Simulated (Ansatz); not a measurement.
Levels about the gap of amorphous Si24O51La2 (77 atoms in a cell of 1167 Å³, 2.52 g/cm³; zone centre alone, so wide bands show as single levels with stretches between that a denser mesh fills), at the geometry that PBE relaxed, where it gives 0.0 GPa on a denser mesh. The participation number counts the atoms over which a state spreads; weights are charges in smoothed Voronoi cells. The levels come from a single point, so bond lengths are those of that geometry. Method of the levels: PBE, scalar-relativistic without spin-orbit coupling (Ansatz, an electronic-structure program). Sampling: the zone centre alone; Fermi-Dirac width 0.02 eV; no spin polarisation. At PBE the levels at the filled edge of the gap are localised (band-tail or defect states), and the nearest spread-out levels lie 5.0 eV apart at the zone centre.

Preparation: random packing, a CHGNet melt and quench, and a DFT relaxation. O atoms were pushed apart under 1.9 Å during the dynamics, to hinder bonds among them. The hot cell started wider than the set density and was brought back towards it in steps. It is the lowest in DFT energy of 2 quenches. It is a model cell: composition and starting density were chosen by hand, and all elements were melted together. No dispersion term was used. Its density started from a set value of 2.51 and ended at 2.52 g/cm³. Cooling (nominally 320 K/ps over its main leg) ran many orders faster than in experiment, which tends to leave more defects and strain. One small periodic cell is one sample of the glass; other quenches scatter about these values. Volume and shape were free in the relaxation.

| E - E(highest filled), eV | filling | participation number | largest on | weight O | weight La | weight Si |
|---|---|---|---|---|---|---|
| -2.40 | filled | 12.6 | O, 3 neighbours | 0.95 | 0.02 | 0.03 |
| -2.33 | filled | 9.3 | O, 2 neighbours | 0.94 | 0.02 | 0.04 |
| -2.30 | filled | 3.9 | O, 2 neighbours | 0.94 | 0.02 | 0.04 |
| -2.29 | filled | 9.6 | O, 2 neighbours | 0.94 | 0.02 | 0.04 |
| -1.56 | filled | 1.7 | O, 1 neighbours | 0.88 | 0.00 | 0.12 |
| -0.07 | filled | 1.4 | O, 1 neighbours | 0.92 | 0.00 | 0.08 |
| 0.00 | filled | 1.4 | O, 1 neighbours | 0.92 | 0.00 | 0.08 |
| 2.18 | empty | 33.0 | La, 5 neighbours | 0.61 | 0.12 | 0.27 |
| 2.48 | empty | 1.1 | La, 5 neighbours | 0.05 | 0.94 | 0.01 |
| 2.49 | empty | 1.1 | La, 5 neighbours | 0.05 | 0.95 | 0.00 |
| 2.53 | empty | 1.3 | La, 5 neighbours | 0.07 | 0.92 | 0.01 |
| 2.57 | empty | 1.3 | La, 5 neighbours | 0.09 | 0.89 | 0.02 |
| 2.59 | empty | 1.3 | La, 5 neighbours | 0.09 | 0.89 | 0.02 |
| 2.69 | empty | 1.2 | La, 5 neighbours | 0.07 | 0.92 | 0.01 |

Most localised among these is the empty level at +2.49 eV, on a La atom, which has 5 neighbours (O 2.24 Å, O 2.26 Å, O 2.31 Å, O 2.64 Å, O 2.69 Å).
